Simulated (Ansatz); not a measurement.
**Input and output of a self-consistent single point for TaRu (Pm-3m, 2 atoms in the cell) (Ansatz, a quantum-chemistry and plane-wave program)**

Computed with PBEsol, default PAW files made with PBE (plane waves; Ansatz).

Input as run:

Ansatz 0.2 input:
```yaml
# TaRu
crystal:
  lattice:
    - [3.178840, 0.000000, 0.000000]
    - [0.000000, 3.178840, 0.000000]
    - [0.000000, 0.000000, 3.178840]
  atoms:
    - { symbol: Ta, position_ang: [1.589420, 1.589420, 1.589420] }
    - { symbol: Ru, position_ang: [0.000000, 0.000000, 0.000000] }
basis:
  ecutwfc: 420.0 eV
kpoints:
  mp_grid: { grid: [10, 10, 10] }
hamiltonian:
  xc: pbesol
  pseudopotentials: { kind: paw }
scf:
  occupations: { method: methfessel_paxton, width: 0.1 eV }
output:
  forces: true
  eigenvalues: true
  stress: true
```

The program printed (abridged):

```
WARN ansatz: RAYON_NUM_THREADS=1 ignored (pool sized by the plan → 1); use --threads N
Pseudopotentials: kind: paw
Pseudopotential: Ta, paw, valence charge 13
Pseudopotential: Ru, paw, valence charge 16
Crystal: 2 atoms, lattice volume = 32.122 Å³
Basis set: ecut = 420 eV, 619 PW (Γ), exchange–correlation on 48×48×48 points (8 copies of the dense FFT grid, shifted against one another)
Bands: 19, of which v1, the nominal top of the filled ones, is band 15 counted from 1 (14 counted from 0)
Symmetry: 48 space group operations
Space group: Pm-3m (ITA 221), of the structure as read, at distance tolerance 3.2e-5 Å
k-points: 56 of 1000
PAW frozen core: Ta, regenerated for the run's functional, and the local potential with it
PAW frozen core: Ru, regenerated for the run's functional, and the local potential with it
Initial density: superposition of atomic densities (neutral atoms: chi_scale 0, normalization atom), corrected by the library's trained network
Initial wavefunctions: pseudopotential atomic-orbital guess
Eigensolver: davidson
Functional: x = pbesol(κ = 0.804, μ = 0.12345679012345678), c = pbesol(β = 0.046)
SCF iter   1: F=—  HF=-15623.488601 eV  |F-HF|=—  |Δ(HF+E_count)|=         —  Δρ=1.18e-2  dr2=6.46e-2  ethr=1.77e-3  ⟨swp⟩=5.1  Hψ=4474  notcnv=0
all-band conjugate gradients solve this SCF's bands
preconditioner: auto → none
SCF iter   2: F=—  HF=-15623.485208 eV  |F-HF|=—  |Δ(HF+E_count)|=   3.39e-3  S|Δr|=    0.00e0  Δρ=7.05e-3  dr2=2.65e-2  ethr=2.23e-4  ⟨swp⟩=1.0  Hψ=1513  notcnv=0
SCF iter   3: F=—  HF=-15623.482667 eV  |F-HF|=—  |Δ(HF+E_count)|=   2.54e-3  S|Δr|=    0.00e0  Δρ=1.40e-3  dr2=8.02e-4  ethr=9.15e-5  ⟨swp⟩=1.1  Hψ=1064  notcnv=0
SCF iter   4: F=—  HF=-15623.482566 eV  |F-HF|=—  |Δ(HF+E_count)|=   1.01e-4  S|Δr|=    0.00e0  Δρ=2.30e-4  dr2=7.43e-6  ethr=2.77e-6  ⟨swp⟩=2.2  Hψ=1671  notcnv=0
SCF iter   5: F=—  HF=-15623.482555 eV  |F-HF|=—  |Δ(HF+E_count)|=   1.04e-5  S|Δr|=    0.00e0  Δρ=2.28e-5  dr2=2.07e-7  ethr=2.56e-8  ⟨swp⟩=2.0  Hψ=1868  notcnv=0
SCF iter   6: F=-15623.482555 eV  HF=-15623.482555 eV  |F-HF|=1.24e-9  |Δ(HF+E_count)|=   2.03e-8  S|Δr|=    0.00e0  Δρ=2.40e-6  dr2=1.68e-9  ethr=3.45e-10  ⟨swp⟩=4.8  Hψ=3849  notcnv=0
SCF 1 converged in 6 iterations: F = -15623.482555 eV  dr2 = 1.68e-9
SCF converged after 6 iterations
Stability not checked (fill_not_monotonic)
Free energy (F): -15623.482555 eV
Harris-Foulkes:  -15623.482555 eV  (|F-HF|=1.24e-9)
Internal energy: -15623.480814 eV  (E = F + TS)
E sigma→0 (E₀):  -15623.482120 eV
Entropy (-TS):   -0.001741 eV (-0.871 meV/atom)
Fermi energy:    21.118934 eV
--- Per-component energies (eV) ---
  E_band       = -186.128395
  E_kinetic    = 878.867328
  E_local      = -1952.585977  (includes V_loc(G=0)·N_el)
  E_nonlocal   = 361.799123
  E_hartree    = 652.634910
  E_xc         = -406.029375
  E_vxc        = -441.909091  (∫ρ·V_xc dr)
  E_paw        = -11671.885096  (= ΣΔE_a)
  E_vpaw       = -337.570319  (= ΣTr[D̂ρ^β])
  E_aug_tail   = -0.000038  (compensation charges beyond the density's cutoff)
  E_ewald      = -3486.748631
  E_core_change = 0.466942  (= ΣΔE_core)
  E_smearing   = -0.001741  (= −TS)
  E_closure    = -0.000000  (closes the sum)
  Σ components = -15623.482555   (vs F -15623.482555, Δ=0.00e0)
--- Forces (eV/Å), atoms counted from 1 ---
  atom   1  Ta     0.00000000    -0.00000000    -0.00000000
  atom   2  Ru    -0.00000000     0.00000000     0.00000000
  max |Σ_I F_I| component: 2.65e-28 eV/Å
--- Stress (GPa, compression-positive) ---
       -9.326205       0.000000       0.000000
        0.000000      -9.326205       0.000000
        0.000000       0.000000      -9.326205
  P = ⅓ Tr σ = -9.3262 GPa (-93.262 kbar)
  The stress holds the Pulay correction. Without it, at fixed plane waves, as pw.x and ABINIT print it: P = -9.3787 GPa
--- Band table (eV; the first three rows and the last of 56) ---
  k-point 0: bands = ["-51.9702", "-47.4848", "-21.9698", "-21.9698", "-21.9698", "-13.8300", "-13.8300", "-13.8300", "12.2717", "15.2405", "15.2405", "18.7624", "18.7624", "18.7624", "22.1097", "22.1097", "25.1564", "25.1564", "25.1564"]
  k-point 1: bands = ["-51.9694", "-47.4840", "-21.9788", "-21.9681", "-21.9681", "-13.8623", "-13.8300", "-13.8300", "12.4928", "15.3511", "15.4073", "18.7432", "18.7432", "18.8352", "21.8555", "22.1986", "24.4531", "24.4531", "25.0034"]
  k-point 2: bands = ["-51.9671", "-47.4818", "-22.0021", "-21.9636", "-21.9636", "-13.9459", "-13.8301", "-13.8301", "13.1235", "15.6772", "15.8468", "18.7074", "18.7074", "19.0409", "21.1736", "22.4054", "23.2254", "23.2254", "24.5941"]
  k-point 55: bands = ["-51.9474", "-47.4501", "-22.0467", "-22.0467", "-22.0467", "-14.0993", "-14.0993", "-14.0993", "17.3807", "17.3807", "17.3807", "18.1600", "18.1600", "18.1600", "20.8382", "20.8382", "25.3583", "25.3583", "28.0413"]
```

The run converged in 6 iterations.

The starting cell comes from a database of computed structures (which also holds hypothetical and non-ambient phases and stackings), without a prior relaxation at this level. Spin-orbit coupling is off. Spin polarisation is off. With a pressure of about -9 GPa the cell is away from its equilibrium volume at this level. Ansatz's pressure includes its estimate of the finite-basis (Pulay) stress.
